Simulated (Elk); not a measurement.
Band structure of Ta2Co (I4/mcm, 6 atoms in the cell).

```
CELL_PARAMETERS angstrom
     -3.04214     3.04214     2.48276
      3.04214    -3.04214     2.48276
      3.04214     3.04214    -2.48276
ATOMIC_POSITIONS crystal
  Ta 0.16135 0.66135 0.82270
  Ta 0.83865 0.33865 0.17730
  Ta 0.66135 0.83865 0.50000
  Ta 0.33865 0.16135 0.50000
  Co 0.75000 0.75000 0.00000
  Co 0.25000 0.25000 0.00000
```

Method of the run: PBEsol, all-electron FP-LAPW, Elk's shipped species files, default APW+lo basis run with Elk.

Settings: xctype = 22; swidth = 0.00367493 Ha; ngridk = 6 6 6; rmtscf = 0.88; maxscl = 100.

The starting cell comes from a database of computed structures (which also holds hypothetical and non-ambient phases and stackings), without a prior relaxation at this level. Spin-orbit coupling is off. Spin polarisation is off. Values depend on the basis (sphere radii, cutoffs, local orbitals), which need not be converged.

Levels in eV from the Fermi level, bands 66 to 73:
| point | 66 | 67 | 68 | 69 | 70 | 71 | 72 | 73 |
|---|---|---|---|---|---|---|---|---|
| Γ | -0.55 | -0.55 | -0.28 | -0.16 | -0.16 | 0.46 | 0.98 | 1.09 |
| X | -0.64 | -0.40 | -0.39 | -0.10 | -0.06 | 0.08 | 1.08 | 1.84 |
| M | -1.30 | -0.61 | -0.46 | -0.46 | 1.02 | 1.15 | 1.15 | 1.38 |
| Z | -1.23 | -0.68 | -0.62 | -0.62 | 0.91 | 1.44 | 1.44 | 1.67 |
| P | -0.71 | -0.62 | -0.62 | -0.19 | -0.19 | 0.50 | 0.50 | 1.07 |
| N | -0.89 | -0.72 | -0.72 | 0.21 | 0.21 | 0.65 | 0.65 | 1.26 |
| Z1 | -1.23 | -0.68 | -0.62 | -0.62 | 0.91 | 1.44 | 1.44 | 1.67 |

Bands cross the Fermi level along this path, so the cell is metallic at this level.
